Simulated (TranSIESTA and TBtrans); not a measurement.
Run with TranSIESTA and TBtrans (open boundaries, self-consistent; PseudoDojo norm-conserving potentials, scalar-relativistic): PAO.BasisSize DZP, PAO.EnergyShift 0.15 eV, XC.Authors PBE, Mesh.Cutoff 200 Ry, ElectronicTemperature 300 K, TS.Voltage 0.0 eV, TBT.Elecs.Eta 0.001 eV, no spin polarisation.

Junction: Al chain with one C atom in place of Al. Leads: straight Al chain, spacing 2.328 Å. Geometry: 3 atoms about the centre moved by SIESTA (PBE, DZP) to a largest force of 0.02 eV/Å, all others as built, motion along the axis alone.

**Question.** Give the largest eigenchannel transmissions at the Fermi level (four at most) and the total.

**Answer.** 0.56, 0.56; total 1.11. The straight chain is held at its spacing; free chains may zigzag or dimerise. No spin-polarised start was tried, so a magnetic state, if there is one, is missed.
